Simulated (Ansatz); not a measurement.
Input:

End structure of Ag on a Ru site (surface) in a 3x3 cell of the 1x1 (0001) surface of hcp Ru:

```
CELL_PARAMETERS angstrom
      8.16420     0.00000     0.00000
     -4.08210     7.07041     0.00000
      0.00000     0.00000    25.50000
ATOMIC_POSITIONS crystal
  Ru 0.22222 0.11111 0.37633
  Ru 0.22222 0.44444 0.37633
  Ru 0.22222 0.77778 0.37633
  Ru 0.55556 0.11111 0.37633
  Ru 0.55556 0.44444 0.37633
  Ru 0.55556 0.77778 0.37633
  Ru 0.88889 0.11111 0.37633
  Ru 0.88889 0.44444 0.37633
  Ru 0.88889 0.77778 0.37633
  Ru 0.11111 0.22222 0.45786
  Ru 0.11126 0.55519 0.45748
  Ru 0.11126 0.88940 0.45748
  Ru 0.44394 0.22208 0.45748
  Ru 0.44394 0.55519 0.45748
  Ru 0.44444 0.88889 0.45754
  Ru 0.77814 0.22208 0.45748
  Ru 0.77778 0.55556 0.45786
  Ru 0.77814 0.88940 0.45748
  Ru 0.22093 0.11240 0.54155
  Ru 0.22093 0.44186 0.54155
  Ru 0.22178 0.77755 0.54197
  Ru 0.55578 0.11156 0.54197
  Ru 0.55405 0.44369 0.54202
  Ru 0.55578 0.77755 0.54197
  Ru 0.89147 0.11240 0.54155
  Ru 0.88964 0.44369 0.54202
  Ru 0.88964 0.77928 0.54202
  Ag 0.11111 0.22222 0.64074
  Ru 0.11121 0.56398 0.62344
  Ru 0.11121 0.88057 0.62344
  Ru 0.45276 0.22212 0.62344
  Ru 0.45276 0.56398 0.62344
  Ru 0.44444 0.88889 0.62274
  Ru 0.76935 0.22212 0.62344
  Ru 0.77778 0.55556 0.62342
  Ru 0.76935 0.88057 0.62344
```

Set-up: 36 atoms, 6.3 Å thick at the start (thin: gaps and levels are the slab's own); mesh 4x4x1; 0.1 eV smearing; dipole correction on; 9 atoms held, the rest relaxed; start symmetry kept, larger cells not searched; no spin, no spin-orbit, no U.

**Question.** Predict the change of the step from the bottom to the top vacuum level, against the clean slab from PBE in Ansatz (a quantum-chemistry and plane-wave program).

**Answer.** -0.027 eV

**Question.** Give the change of the work function at the level PBE.

**Answer.** -0.014 eV

**Question.** Predict the work function of the top face from PBE.

**Answer.** 4.99 eV

**Question.** Give the formation energy against fcc Ag, hcp Ru at the level PBE.

**Answer.** 0.045 eV
